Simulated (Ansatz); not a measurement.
**Σ33 (118) [1-10] symmetric tilt, annealed from start 1, in Ge (diamond structure)**

Prepared with Tersoff's 1989 multicomponent potential (SiCGe.tersoff) run with LAMMPS: 40 ps at 1300 K, cooling over 40 ps and minimisation with the cell free along the normal, at the potential's lattice parameter; then scaled to the PBE one. Geometry as solved with PBE, support functions at accuracy medium on the grid of 370 eV (Ansatz, a quantum-chemistry and plane-wave program).

```xyz
592
Lattice="33.09 0.00 0.00 0.00 16.29 0.00 0.00 0.00 26.96" Properties=species:S:1:pos:R:3 pbc="T T T"
Ge    31.03     0.10     1.48
Ge    14.00     2.13     1.38
Ge    10.31     1.40    26.92
Ge     9.11     2.15     2.04
Ge     6.80     2.82     1.23
Ge     4.92     2.20     2.74
Ge     2.56     2.15     1.69
Ge     0.93     2.14     3.57
Ge    28.45     0.11     1.59
Ge    24.81     0.81    27.16
Ge    23.62     0.12     2.37
Ge    21.31    15.65     1.72
Ge    19.53     0.05     3.32
Ge    17.29     0.10     2.25
Ge    15.67     0.10     4.15
Ge    13.56     0.10     2.83
Ge    11.64     0.10     4.54
Ge     9.32     0.10     3.46
Ge     7.59     0.10     5.19
Ge     5.31     0.10     4.06
Ge     3.55     0.10     5.85
Ge     1.25     0.09     4.92
Ge    32.58     0.08     6.70
Ge    31.71     2.14     2.71
Ge    30.00     2.14     4.44
Ge    27.95     2.14     3.01
Ge    26.11     2.14     4.78
Ge    23.77     2.14     3.83
Ge    22.11     2.14     5.72
Ge    19.85     2.14     4.68
Ge    18.16     2.15     6.57
Ge    15.88     2.13     5.57
Ge    14.09     2.11     7.32
Ge    11.90     2.12     6.07
Ge    10.05     2.15     7.83
Ge     7.88     2.17     6.53
Ge     6.09     2.15     8.22
Ge     3.81     2.11     7.28
Ge     2.05     2.12     9.03
Ge    30.31     0.08     5.75
Ge    28.59     0.09     7.48
Ge    26.39     0.11     6.27
Ge    24.62     0.08     8.08
Ge    22.35     0.05     7.08
Ge    20.68     0.07     9.00
Ge    18.40     0.10     7.98
Ge    16.67     0.11     9.78
Ge    14.29     0.10     8.83
Ge    12.34     0.10    10.51
Ge    10.16     0.10     9.30
Ge     8.30     0.10    11.06
Ge     6.32     0.10     9.56
Ge     4.57     0.10    11.27
Ge     2.28     0.10    10.43
Ge     0.66     0.12    12.31
Ge    32.89     2.14     8.02
Ge    31.22     2.14     9.83
Ge    28.91     2.14     8.81
Ge    27.03     2.14    10.36
Ge    24.76     2.14     9.46
Ge    23.12     2.13    11.40
Ge    20.84     2.13    10.42
Ge    19.26     2.12    12.44
Ge    16.92     2.08    11.31
Ge    14.99     1.48    12.84
Ge    12.69     2.13    11.95
Ge    11.30     2.86    14.00
Ge     7.75     2.14    12.45
Ge     5.18     2.13    12.53
Ge     1.14     2.13    13.91
Ge    31.44     0.15    11.33
Ge    29.59     0.80    12.85
Ge    27.39     0.25    11.87
Ge    25.82     0.83    13.69
Ge    23.57     0.15    12.87
Ge    19.66     0.09    14.27
Ge     1.88     0.10    27.02
Ge    16.51     2.13     0.75
Ge    31.03     4.17     1.48
Ge    13.99     6.22     1.38
Ge    10.31     6.94    26.92
Ge     9.11     6.20     2.04
Ge     6.81     5.53     1.23
Ge     4.94     6.15     2.74
Ge     2.59     6.19     1.67
Ge     0.96     6.21     3.54
Ge    28.45     4.17     1.59
Ge    24.81     3.46    27.16
Ge    23.63     4.16     2.36
Ge    21.32     4.92     1.71
Ge    19.54     4.20     3.30
Ge    17.29     4.17     2.24
Ge    15.69     4.17     4.16
Ge    13.59     4.17     2.81
Ge    11.77     4.17     4.61
Ge     9.58     4.17     3.42
Ge     7.64     4.17     5.06
Ge     5.21     4.17     4.23
Ge     3.48     4.17     5.98
Ge     1.24     4.19     4.93
Ge    32.57     4.19     6.71
Ge    31.74     6.21     2.67
Ge    30.04     6.21     4.40
Ge    27.99     6.21     3.00
Ge    26.23     6.21     4.83
Ge    24.00     6.21     3.77
Ge    22.13     6.21     5.58
Ge    19.76     6.19     4.78
Ge    18.11     6.19     6.64
Ge    15.87     6.22     5.56
Ge    14.08     6.24     7.32
Ge    11.89     6.23     6.07
Ge    10.04     6.19     7.83
Ge     7.87     6.18     6.54
Ge     6.08     6.20     8.23
Ge     3.79     6.23     7.29
Ge     2.03     6.22     9.05
Ge    30.30     4.19     5.75
Ge    28.58     4.19     7.48
Ge    26.39     4.16     6.27
Ge    24.61     4.20     8.08
Ge    22.34     4.22     7.08
Ge    20.68     4.20     9.01
Ge    18.35     4.17     8.08
Ge    16.58     4.17     9.91
Ge    14.33     4.17     8.72
Ge    12.58     4.17    10.49
Ge    10.29     4.17     9.37
Ge     8.33     4.17    11.05
Ge     6.33     4.17     9.59
Ge     4.58     4.17    11.28
Ge     2.30     4.17    10.39
Ge     0.70     4.16    12.29
Ge    32.82     6.21     8.14
Ge    31.11     6.21     9.98
Ge    28.84     6.21     8.91
Ge    27.13     6.21    10.69
Ge    24.90     6.21     9.55
Ge    23.29     6.21    11.48
Ge    20.94     6.21    10.50
Ge    19.28     6.23    12.45
Ge    16.93     6.27    11.29
Ge    15.00     6.87    12.84
Ge    12.70     6.22    11.95
Ge    11.30     5.49    14.00
Ge     7.76     6.20    12.45
Ge     5.18     6.21    12.53
Ge     1.14     6.21    13.88
Ge    31.45     4.12    11.33
Ge    29.59     3.48    12.85
Ge    27.39     4.03    11.87
Ge    25.83     3.44    13.69
Ge    23.57     4.12    12.86
Ge    19.66     4.18    14.25
Ge     1.88     4.17    26.99
Ge    16.50     6.21     0.75
Ge    31.03     8.25     1.48
Ge    14.00    10.27     1.38
Ge    10.31     9.55    26.92
Ge     9.11    10.29     2.04
Ge     6.80    10.96     1.23
Ge     4.92    10.35     2.74
Ge     2.56    10.30     1.69
Ge     0.93    10.28     3.57
Ge    28.45     8.25     1.59
Ge    24.81     8.96    27.16
Ge    23.62     8.26     2.37
Ge    21.31     7.50     1.72
Ge    19.53     8.20     3.32
Ge    17.29     8.25     2.25
Ge    15.67     8.25     4.15
Ge    13.56     8.25     2.83
Ge    11.64     8.25     4.54
Ge     9.32     8.25     3.46
Ge     7.59     8.25     5.19
Ge     5.31     8.25     4.06
Ge     3.55     8.24     5.85
Ge     1.25     8.23     4.92
Ge    32.58     8.22     6.70
Ge    31.71    10.28     2.71
Ge    30.00    10.28     4.44
Ge    27.95    10.28     3.01
Ge    26.11    10.28     4.78
Ge    23.77    10.28     3.83
Ge    22.11    10.28     5.72
Ge    19.85    10.29     4.68
Ge    18.16    10.30     6.57
Ge    15.88    10.27     5.57
Ge    14.09    10.25     7.32
Ge    11.90    10.27     6.07
Ge    10.05    10.30     7.83
Ge     7.88    10.32     6.53
Ge     6.09    10.29     8.22
Ge     3.81    10.26     7.28
Ge     2.05    10.27     9.03
Ge    30.31     8.23     5.75
Ge    28.59     8.23     7.48
Ge    26.39     8.26     6.27
Ge    24.62     8.22     8.08
Ge    22.35     8.20     7.08
Ge    20.68     8.22     9.00
Ge    18.40     8.25     7.98
Ge    16.67     8.26     9.78
Ge    14.29     8.25     8.83
Ge    12.34     8.25    10.51
Ge    10.16     8.25     9.30
Ge     8.30     8.25    11.06
Ge     6.32     8.25     9.56
Ge     4.57     8.25    11.27
Ge     2.28     8.25    10.43
Ge     0.66     8.26    12.31
Ge    32.89    10.28     8.02
Ge    31.22    10.28     9.83
Ge    28.91    10.28     8.81
Ge    27.03    10.28    10.36
Ge    24.76    10.28     9.46
Ge    23.12    10.28    11.40
Ge    20.84    10.28    10.42
Ge    19.26    10.27    12.44
Ge    16.92    10.23    11.31
Ge    14.99     9.63    12.84
Ge    12.69    10.27    11.95
Ge    11.30    11.00    14.00
Ge     7.75    10.29    12.45
Ge     5.18    10.28    12.53
Ge     1.13    10.28    13.91
Ge    31.44     8.30    11.33
Ge    29.59     8.94    12.86
Ge    27.39     8.39    11.87
Ge    25.82     8.98    13.69
Ge    23.57     8.30    12.87
Ge    19.66     8.24    14.27
Ge     1.88     8.25    27.02
Ge    16.51    10.28     0.75
Ge    31.03    12.31     1.48
Ge    13.99    14.36     1.38
Ge    10.31    15.09    26.92
Ge     9.11    14.35     2.04
Ge     6.81    13.67     1.23
Ge     4.94    14.29     2.74
Ge     2.59    14.34     1.67
Ge     0.96    14.36     3.54
Ge    28.45    12.31     1.59
Ge    24.81    11.61    27.16
Ge    23.63    12.31     2.36
Ge    21.32    13.07     1.71
Ge    19.54    12.35     3.30
Ge    17.29    12.32     2.24
Ge    15.69    12.32     4.16
Ge    13.59    12.32     2.81
Ge    11.77    12.32     4.61
Ge     9.58    12.32     3.42
Ge     7.64    12.32     5.06
Ge     5.21    12.32     4.23
Ge     3.48    12.32     5.98
Ge     1.24    12.33     4.93
Ge    32.57    12.34     6.71
Ge    31.74    14.35     2.67
Ge    30.04    14.36     4.40
Ge    27.99    14.36     3.00
Ge    26.23    14.36     4.83
Ge    24.00    14.36     3.77
Ge    22.13    14.35     5.58
Ge    19.76    14.34     4.78
Ge    18.11    14.34     6.64
Ge    15.87    14.36     5.56
Ge    14.08    14.39     7.32
Ge    11.89    14.37     6.07
Ge    10.04    14.34     7.83
Ge     7.87    14.32     6.54
Ge     6.08    14.35     8.23
Ge     3.79    14.38     7.29
Ge     2.03    14.37     9.05
Ge    30.30    12.34     5.75
Ge    28.58    12.33     7.48
Ge    26.39    12.31     6.27
Ge    24.61    12.34     8.08
Ge    22.34    12.36     7.08
Ge    20.68    12.34     9.01
Ge    18.35    12.31     8.08
Ge    16.58    12.31     9.91
Ge    14.33    12.32     8.72
Ge    12.58    12.32    10.49
Ge    10.29    12.32     9.37
Ge     8.33    12.32    11.05
Ge     6.33    12.32     9.59
Ge     4.58    12.32    11.28
Ge     2.30    12.32    10.39
Ge     0.70    12.30    12.29
Ge    32.82    14.36     8.14
Ge    31.11    14.35     9.98
Ge    28.84    14.36     8.91
Ge    27.13    14.36    10.69
Ge    24.90    14.36     9.55
Ge    23.29    14.36    11.48
Ge    20.94    14.36    10.50
Ge    19.28    14.37    12.44
Ge    16.93    14.42    11.29
Ge    15.00    15.01    12.84
Ge    12.70    14.36    11.95
Ge    11.30    13.64    14.00
Ge     7.76    14.35    12.45
Ge     5.18    14.36    12.53
Ge     1.14    14.36    13.88
Ge    31.45    12.26    11.33
Ge    29.59    11.63    12.85
Ge    27.39    12.17    11.87
Ge    25.83    11.59    13.69
Ge    23.57    12.27    12.86
Ge    19.67    12.33    14.25
Ge     1.88    12.32    26.99
Ge    16.50    14.36     0.75
Ge    32.41     0.10    26.42
Ge    12.60     2.09    26.25
Ge     8.77     1.99    25.07
Ge     6.63     1.44    26.13
Ge     4.89     2.08    24.52
Ge     2.63     2.12    25.53
Ge     0.94     2.14    23.75
Ge    27.14     0.15    26.36
Ge    23.25     0.12    25.33
Ge    21.03    15.65    26.20
Ge    19.10     0.07    24.77
Ge    16.82     0.09    25.92
Ge    15.32     0.10    23.88
Ge    13.02     0.10    24.78
Ge    11.41     0.10    22.80
Ge     9.09     0.10    23.55
Ge     7.27     0.10    21.91
Ge     5.05     0.10    23.04
Ge     3.39     0.10    21.25
Ge     1.18     0.11    22.39
Ge    32.22     0.12    21.01
Ge    31.94     2.13    25.06
Ge    29.83     2.14    23.66
Ge    27.58     2.14    24.86
Ge    25.80     2.14    22.98
Ge    23.44     2.14    23.90
Ge    21.69     2.14    22.17
Ge    19.47     2.13    23.38
Ge    17.77     2.13    21.50
Ge    15.48     2.14    22.47
Ge    13.87     2.14    20.53
Ge    11.57     2.15    21.42
Ge     9.84     2.13    19.55
Ge     7.56     2.14    20.54
Ge     5.89     2.14    18.69
Ge     3.68     2.15    19.92
Ge     1.64     2.15    18.52
Ge    30.01     0.08    22.24
Ge    28.29     0.09    20.40
Ge    26.03     0.12    21.47
Ge    24.22     0.12    19.66
Ge    21.99     0.09    20.82
Ge    20.26     0.09    19.04
Ge    17.97     0.12    20.00
Ge    16.34     0.11    18.06
Ge    14.08     0.10    19.09
Ge    12.47     0.10    17.15
Ge    10.14     0.10    18.09
Ge     8.55     0.10    16.09
Ge     6.19     0.10    17.24
Ge     4.07     0.10    15.89
Ge     1.94     0.10    17.19
Ge     0.22     0.08    15.40
Ge    32.46     2.14    19.57
Ge    30.72     2.14    17.79
Ge    28.55     2.14    19.01
Ge    26.85     2.14    17.21
Ge    24.50     2.14    18.14
Ge    22.64     2.14    16.36
Ge    20.53     2.14    17.66
Ge    18.95     2.15    15.74
Ge    16.68     2.19    16.71
Ge    15.01     2.82    14.98
Ge    12.78     2.27    15.91
Ge     8.95     2.18    14.67
Ge     3.67     2.13    14.51
Ge    31.05     0.02    16.50
Ge    29.28    15.70    14.90
Ge    27.03     0.09    15.78
Ge    22.17     0.11    14.93
Ge    32.41     4.17    26.41
Ge    12.59     6.26    26.25
Ge     8.77     6.35    25.07
Ge     6.62     6.91    26.13
Ge     4.87     6.27    24.52
Ge     2.60     6.22    25.50
Ge     0.91     6.21    23.71
Ge    27.14     4.12    26.36
Ge    23.24     4.16    25.33
Ge    21.02     4.92    26.19
Ge    19.08     4.22    24.75
Ge    16.79     4.18    25.92
Ge    15.20     4.18    23.92
Ge    12.85     4.17    24.86
Ge    11.29     4.17    22.88
Ge     9.01     4.17    23.86
Ge     7.35     4.17    21.99
Ge     5.17     4.17    23.19
Ge     3.47     4.17    21.36
Ge     1.20     4.16    22.39
Ge    32.24     4.15    21.01
Ge    31.94     6.21    25.07
Ge    29.79     6.21    23.73
Ge    27.47     6.21    24.92
Ge    25.89     6.21    22.89
Ge    23.68     6.21    23.98
Ge    21.78     6.21    22.29
Ge    19.41     6.23    23.25
Ge    17.73     6.22    21.41
Ge    15.48     6.21    22.46
Ge    13.87     6.21    20.53
Ge    11.57     6.19    21.42
Ge     9.85     6.22    19.55
Ge     7.57     6.21    20.55
Ge     5.90     6.21    18.69
Ge     3.69     6.19    19.92
Ge     1.65     6.20    18.52
Ge    30.03     4.19    22.24
Ge    28.30     4.19    20.40
Ge    26.05     4.15    21.47
Ge    24.24     4.15    19.66
Ge    22.01     4.19    20.82
Ge    20.29     4.18    19.04
Ge    18.05     4.16    20.09
Ge    16.46     4.16    18.20
Ge    14.16     4.17    19.17
Ge    12.39     4.17    17.43
Ge    10.03     4.17    18.14
Ge     8.40     4.17    16.14
Ge     6.11     4.17    17.26
Ge     4.03     4.18    15.87
Ge     1.90     4.17    17.14
Ge     0.19     4.19    15.37
Ge    32.53     6.21    19.70
Ge    30.81     6.21    17.98
Ge    28.47     6.21    18.92
Ge    26.58     6.21    17.18
Ge    24.35     6.21    18.22
Ge    22.60     6.21    16.35
Ge    20.48     6.21    17.64
Ge    18.91     6.20    15.73
Ge    16.67     6.15    16.73
Ge    15.01     5.53    14.99
Ge    12.78     6.07    15.91
Ge     8.95     6.16    14.67
Ge     3.68     6.22    14.50
Ge    31.03     4.25    16.50
Ge    29.27     4.86    14.90
Ge    27.02     4.19    15.77
Ge    22.17     4.17    14.92
Ge    32.41     8.25    26.42
Ge    12.60    10.23    26.25
Ge     8.77    10.14    25.07
Ge     6.63     9.58    26.13
Ge     4.89    10.23    24.52
Ge     2.63    10.27    25.53
Ge     0.94    10.28    23.75
Ge    27.14     8.30    26.36
Ge    23.25     8.26    25.33
Ge    21.03     7.50    26.20
Ge    19.10     8.21    24.77
Ge    16.82     8.24    25.92
Ge    15.32     8.25    23.88
Ge    13.02     8.24    24.78
Ge    11.41     8.25    22.80
Ge     9.09     8.25    23.55
Ge     7.27     8.25    21.91
Ge     5.05     8.25    23.04
Ge     3.39     8.25    21.25
Ge     1.18     8.26    22.39
Ge    32.22     8.27    21.01
Ge    31.94    10.28    25.06
Ge    29.83    10.28    23.66
Ge    27.58    10.28    24.86
Ge    25.80    10.28    22.98
Ge    23.44    10.28    23.90
Ge    21.69    10.29    22.17
Ge    19.47    10.28    23.38
Ge    17.77    10.28    21.50
Ge    15.48    10.29    22.47
Ge    13.87    10.29    20.53
Ge    11.57    10.30    21.42
Ge     9.84    10.27    19.55
Ge     7.56    10.29    20.54
Ge     5.89    10.29    18.69
Ge     3.68    10.30    19.92
Ge     1.64    10.30    18.52
Ge    30.01     8.23    22.24
Ge    28.29     8.23    20.40
Ge    26.03     8.27    21.47
Ge    24.22     8.27    19.66
Ge    21.99     8.23    20.82
Ge    20.26     8.24    19.04
Ge    17.97     8.26    20.00
Ge    16.34     8.26    18.06
Ge    14.08     8.25    19.09
Ge    12.47     8.25    17.15
Ge    10.14     8.25    18.09
Ge     8.55     8.25    16.09
Ge     6.19     8.25    17.24
Ge     4.07     8.24    15.89
Ge     1.94     8.25    17.19
Ge     0.22     8.23    15.40
Ge    32.46    10.28    19.57
Ge    30.72    10.28    17.79
Ge    28.55    10.28    19.01
Ge    26.85    10.29    17.21
Ge    24.50    10.28    18.14
Ge    22.64    10.28    16.36
Ge    20.53    10.28    17.66
Ge    18.95    10.29    15.74
Ge    16.68    10.34    16.71
Ge    15.01    10.96    14.98
Ge    12.78    10.42    15.91
Ge     8.95    10.33    14.67
Ge     3.67    10.28    14.51
Ge    31.05     8.17    16.50
Ge    29.28     7.56    14.90
Ge    27.03     8.23    15.78
Ge    22.17     8.25    14.93
Ge    32.41    12.32    26.41
Ge    12.59    14.40    26.25
Ge     8.77    14.50    25.07
Ge     6.62    15.05    26.13
Ge     4.87    14.41    24.52
Ge     2.60    14.37    25.50
Ge     0.91    14.36    23.71
Ge    27.14    12.27    26.36
Ge    23.24    12.30    25.33
Ge    21.02    13.07    26.18
Ge    19.08    12.37    24.75
Ge    16.79    12.33    25.92
Ge    15.20    12.32    23.92
Ge    12.85    12.32    24.86
Ge    11.29    12.32    22.88
Ge     9.01    12.32    23.86
Ge     7.35    12.32    21.99
Ge     5.17    12.32    23.19
Ge     3.47    12.32    21.36
Ge     1.20    12.31    22.39
Ge    32.24    12.30    21.01
Ge    31.94    14.36    25.07
Ge    29.79    14.36    23.73
Ge    27.47    14.36    24.92
Ge    25.89    14.36    22.89
Ge    23.68    14.36    23.98
Ge    21.78    14.36    22.29
Ge    19.41    14.38    23.25
Ge    17.73    14.37    21.41
Ge    15.48    14.35    22.46
Ge    13.87    14.36    20.53
Ge    11.57    14.34    21.42
Ge     9.85    14.37    19.55
Ge     7.57    14.35    20.55
Ge     5.90    14.35    18.69
Ge     3.69    14.34    19.92
Ge     1.65    14.34    18.52
Ge    30.03    12.34    22.24
Ge    28.30    12.34    20.40
Ge    26.05    12.30    21.47
Ge    24.24    12.30    19.66
Ge    22.01    12.34    20.82
Ge    20.29    12.33    19.04
Ge    18.06    12.30    20.09
Ge    16.45    12.31    18.20
Ge    14.16    12.32    19.17
Ge    12.39    12.32    17.43
Ge    10.03    12.32    18.14
Ge     8.40    12.32    16.14
Ge     6.11    12.32    17.26
Ge     4.03    12.32    15.87
Ge     1.90    12.32    17.14
Ge     0.19    12.34    15.37
Ge    32.53    14.36    19.70
Ge    30.81    14.36    17.98
Ge    28.47    14.36    18.92
Ge    26.58    14.36    17.18
Ge    24.35    14.36    18.22
Ge    22.60    14.36    16.35
Ge    20.48    14.36    17.64
Ge    18.91    14.35    15.73
Ge    16.67    14.30    16.73
Ge    15.01    13.67    14.99
Ge    12.78    14.22    15.91
Ge     8.95    14.31    14.67
Ge     3.68    14.36    14.50
Ge    31.03    12.39    16.50
Ge    29.27    13.01    14.90
Ge    27.02    12.34    15.77
Ge    22.17    12.31    14.93
```
